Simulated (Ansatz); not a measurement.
System: SnO2 (model structure, started from the tetragonal ZrO2 type, P4₂/nmc, No. 137, 6 atoms in the cell). Method: r²SCAN in Ansatz (plane waves, PAW).

Settings: plane-wave cutoff 560 eV, 10×10×8 k mesh (along the axes of the cell as run), Fermi–Dirac smearing 0.01 eV, scalar-relativistic PAW data made under PBE.

Cell (relaxed at this level):

```yaml
crystal:
  lattice:
    - [3.54938, 0.00000, 0.00000]
    - [0.00000, 3.54938, 0.00000]
    - [0.00000, 0.00000, 5.42894]
  atoms:
    - { symbol: Sn, position: [0.00000, 0.00000, 0.00000] }
    - { symbol: Sn, position: [0.50000, 0.50000, 0.50000] }
    - { symbol: O, position: [0.00000, 0.50000, 0.17713] }
    - { symbol: O, position: [0.00000, 0.50000, 0.67713] }
    - { symbol: O, position: [0.50000, 0.00000, 0.32287] }
    - { symbol: O, position: [0.50000, 0.00000, 0.82287] }
```

Task: Give the computed band gap and bulk modulus B0.

Result: 
- band gap: 1.70 eV (on the SCF k mesh)
- bulk modulus B0: 151 GPa

Note: the bulk modulus is −V dP/dV from two relaxed cells at ±2 % in volume; the relaxation could raise the start's symmetry but not lower it, so the cell can be a saddle point.

Spin–orbit coupling is not included.

A model structure was made by putting elements into a prototype or built by hand; it is no filed structure, need not be a known phase, and can be a saddle point held by its symmetry.

Ansatz is a first-principles code.
